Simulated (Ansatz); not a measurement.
## SiC: point defects

The parent structure is a 24-atom supercell of SiC in the zinc blende structure (space group F-43m, No. 216) at its relaxed geometry.

```yaml
crystal:
  lattice:
    - [0.00000, 4.35691, 4.35691]
    - [4.35691, -4.35691, 4.35691]
    - [4.35691, 4.35691, 0.00000]
  atoms:
    - { symbol: C, position: [0.50000, 0.25000, 0.50000] }
    - { symbol: C, position: [0.50000, 0.25000, 0.00000] }
    - { symbol: C, position: [0.66667, 0.58333, 0.66667] }
    - { symbol: C, position: [0.66667, 0.58333, 0.16667] }
    - { symbol: C, position: [0.83333, 0.91667, 0.83333] }
    - { symbol: C, position: [0.83333, 0.91667, 0.33333] }
    - { symbol: C, position: [0.00000, 0.25000, 0.50000] }
    - { symbol: C, position: [0.00000, 0.25000, 0.00000] }
    - { symbol: C, position: [0.16667, 0.58333, 0.66667] }
    - { symbol: C, position: [0.16667, 0.58333, 0.16667] }
    - { symbol: C, position: [0.33333, 0.91667, 0.83333] }
    - { symbol: C, position: [0.33333, 0.91667, 0.33333] }
    - { symbol: Si, position: [0.00000, 0.00000, 0.00000] }
    - { symbol: Si, position: [0.00000, 0.00000, 0.50000] }
    - { symbol: Si, position: [0.16667, 0.33333, 0.16667] }
    - { symbol: Si, position: [0.16667, 0.33333, 0.66667] }
    - { symbol: Si, position: [0.33333, 0.66667, 0.33333] }
    - { symbol: Si, position: [0.33333, 0.66667, 0.83333] }
    - { symbol: Si, position: [0.50000, 0.00000, 0.00000] }
    - { symbol: Si, position: [0.50000, 0.00000, 0.50000] }
    - { symbol: Si, position: [0.66667, 0.33333, 0.16667] }
    - { symbol: Si, position: [0.66667, 0.33333, 0.66667] }
    - { symbol: Si, position: [0.83333, 0.66667, 0.33333] }
    - { symbol: Si, position: [0.83333, 0.66667, 0.83333] }
```

One neutral defect a cell, atoms relaxed at fixed cell.

Method: plane-wave PAW DFT at the PBEsol level (Ansatz, an electronic-structure program, 420 eV), no spin-orbit coupling, earlier PAW set.

```tsv
case	largest displacement of a host atom from its site in the perfect cell	total moment of the cell	gap of the supercell
perfect supercell	–	–	1.24 eV
Si vacancy, symmetric start	0.33 Å	0.0 μB	0.37 eV
Li interstitial (started 1.89 Å from the nearest host atom)	(withheld)	0.0 μB	zero
Nb on a Si site	(withheld)	0.0 μB	zero
Si interstitial (started 1.78 Å from the nearest host atom)	(withheld)	0.0 μB	zero
Mg on a Si site, symmetric start	0.21 Å	0.2 μB	zero
```

### Question
What belongs in the blanks?

### Answer

- Li interstitial (started 1.89 Å from the nearest host atom), largest displacement of a host atom from its site in the perfect cell: 0.07 Å
- Nb on a Si site, largest displacement of a host atom from its site in the perfect cell: 0.19 Å
- Si interstitial (started 1.78 Å from the nearest host atom), largest displacement of a host atom from its site in the perfect cell: 0.18 Å

Other magnetic orders, which the real material may have, were not ruled out. In so small a cell the defect repeats every few ångströms: this is an ordered compound, not a dilute defect. A case with no gap was solved on a k-mesh chosen for an insulator, which is coarse for it. Defects with a symmetric start kept the site's symmetry and may sit on a saddle; the others started slightly shaken. Starting moments died away, wholly or in part, for Si vacancy, Li interstitial (started 1.89 Å from the nearest host atom), Nb on a Si site and Si interstitial (started 1.78 Å from the nearest host atom) and more; another magnetic solution may exist.
